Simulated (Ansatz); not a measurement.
## A computed series for V3Si: pressure series

Take V3Si in the A15 (Cr3Si type) structure (space group Pm-3n, No. 223; a = 4.650 Å) as the base.

Cell and atoms are relaxed at each pressure.

Level of theory: PBEsol/PAW in Ansatz (a quantum-chemistry and plane-wave program), spin-orbit coupling left out.

```tsv
pressure (GPa)	volume per atom (Å³/atom)
-2	12.688
-1	12.625
0	12.564
0.3	12.547
0.7	12.522
1.5	12.475
5	?
7.5	12.146
10	12.021
```

### Question
Fit the third-order Birch–Murnaghan form P(V) = (3B₀/2)[(V₀/V)^(7/3) − (V₀/V)^(5/3)]·[1 + (3/4)(B₀′ − 4)((V₀/V)^(2/3) − 1)] (squares taken in P) to the rows shown and predict the withheld row.

### Answer
Least squares on the printed values gives V₀ = 12.564 Å³/atom, B₀ = 208 GPa, B₀′ = 3.9; this predicts 12.278 Å³/atom, and the run gives 12.278 Å³/atom, in agreement.

Measured bulk modulus of V3Si: 171 GPa (room temperature; as listed in Z. W. Lu, Barry M. Klein, Physical Review Letters (1997)); the computed value is for a static lattice, so the two differ by thermal effects too.

Load acts through the strain it causes; cell and atoms are relaxed under it. Stability against distortions was not tested. No other phases were tried under pressure. Seeded moments were not kept for the base. All final runs are without spin polarisation.
